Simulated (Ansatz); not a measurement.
Worked example: self-consistent single point of LaBi2ClO4 (P4/mmm, 8 atoms in the cell) in Ansatz (a program for electronic structure).

Level of theory: PBEsol, default PAW files made with PBE (plane waves; Ansatz).

```
LaBi2ClO4
1.0
    3.98890     0.00000     0.00000
    0.00000     3.98890     0.00000
    0.00000     0.00000     9.33319
La Bi Cl O
1 2 1 4
Direct
  0.00000   0.00000   0.00000
  0.50000   0.50000   0.27838
  0.50000   0.50000   0.72162
  0.00000   0.00000   0.50000
  0.00000   0.50000   0.16166
  0.00000   0.50000   0.83834
  0.50000   0.00000   0.16166
  0.50000   0.00000   0.83834
```

Reference input (self-consistent single point, DFT, LDA (PW92), plane waves, default PAW files made with PBE): kpoints.mp_grid.grid = 6 6 3; hamiltonian.xc = lda; hamiltonian.pseudopotentials = {kind: paw} (the program's default PAW files); scf.occupations.method = fermi_dirac; scf.occupations.width = 0.02 eV. This run's input differs from it in these lines:

Ansatz 0.2 input:
```diff
@@ -18,3 +18,3 @@
 hamiltonian:
-  xc: lda
+  xc: pbesol
   pseudopotentials:
```

Log, with long lists cut:

```
SCF iter   1: F=—  HF=-33955.489662 eV  |F-HF|=—  |Δ(HF+E_count)|=         —  Δρ=1.30e-2  dr2=2.33e-1  ethr=1.77e-3  ⟨swp⟩=5.7  Hψ=3628  notcnv=0
all-band conjugate gradients solve this SCF's bands
preconditioner: auto → Resta (q_TF=auto, 2.418 Å⁻¹)
SCF iter   2: F=—  HF=-33955.444723 eV  |F-HF|=—  |Δ(HF+E_count)|=   4.49e-2  Δρ=5.09e-3  dr2=3.92e-2  ethr=3.24e-4  ⟨swp⟩=2.8  Hψ=1723  notcnv=0  defer=59
   [... lines left out ...]
SCF iter   4: F=—  HF=-33955.437576 eV  |F-HF|=—  |Δ(HF+E_count)|=   1.06e-5  Δρ=3.58e-4  dr2=1.69e-4  ethr=2.52e-6  ⟨swp⟩=2.0  Hψ=1637  notcnv=0  defer=59
SCF iter   5: F=—  HF=-33955.437652 eV  |F-HF|=—  |Δ(HF+E_count)|=   7.60e-5  Δρ=5.61e-5  dr2=6.44e-6  ethr=2.34e-7  ⟨swp⟩=2.0  Hψ=1080  notcnv=0  defer=59
SCF iter   6: F=—  HF=-33955.437806 eV  |F-HF|=—  |Δ(HF+E_count)|=   1.54e-4  Δρ=1.79e-5  dr2=5.20e-7  ethr=8.94e-9  ⟨swp⟩=2.0  Hψ=1462  notcnv=0  defer=59
SCF iter   7: F=-33955.437807 eV  HF=-33955.437807 eV  |F-HF|=3.63e-8  |Δ(HF+E_count)|=   8.08e-7  Δρ=3.90e-6  dr2=2.84e-8  ethr=1.39e-10  ⟨swp⟩=10.9  Hψ=4791  notcnv=0
SCF 1 converged in 7 iterations: F = -33955.437807 eV  dr2 = 2.84e-8
Free energy (F): -33955.437807 eV
Internal energy: -33955.437807 eV  (E = F + TS)
E sigma→0 (E₀):  -33955.437807 eV
Fermi energy:    8.267025 eV
--- Forces (eV/Å), atoms counted from 1 ---
  atom   1  La    -0.00000000     0.00000000     0.00000000
  atom   2  Bi    -0.00000000     0.00000000    -0.34072481
  atom   3  Bi     0.00000000     0.00000000     0.34072481
  atom   4  Cl     0.00000000     0.00000000     0.00000000
  atom   5  O      0.00000000     0.00000000     0.12339320
  atom   6  O     -0.00000000     0.00000000    -0.12339320
  atom   7  O     -0.00000000     0.00000000     0.12339320
  atom   8  O      0.00000000     0.00000000    -0.12339320
--- Stress (GPa, compression-positive) ---
       -4.304177       0.000000       0.000000
        0.000000      -4.304177       0.000000
        0.000000       0.000000      -3.906650
  P = ⅓ Tr σ = -4.1717 GPa (-41.717 kbar)
  The stress holds the Pulay correction. Without it, at fixed plane waves, as pw.x and ABINIT print it: P = -4.5355 GPa
```

The run converged in 7 iterations. Against the reference run the pressure goes from -7.06 to -4.17 GPa, the largest force goes from 0.593 to 0.341 eV/Å and the gap on the mesh goes from 1.239 to 1.278 eV.

The starting cell comes from a database of computed structures (which also holds hypothetical and non-ambient phases and stackings), without a prior relaxation at this level. Spin-orbit coupling is off. With a pressure of about -4 GPa the cell is away from its equilibrium volume at this level. Ansatz's pressure includes its estimate of the finite-basis (Pulay) stress.
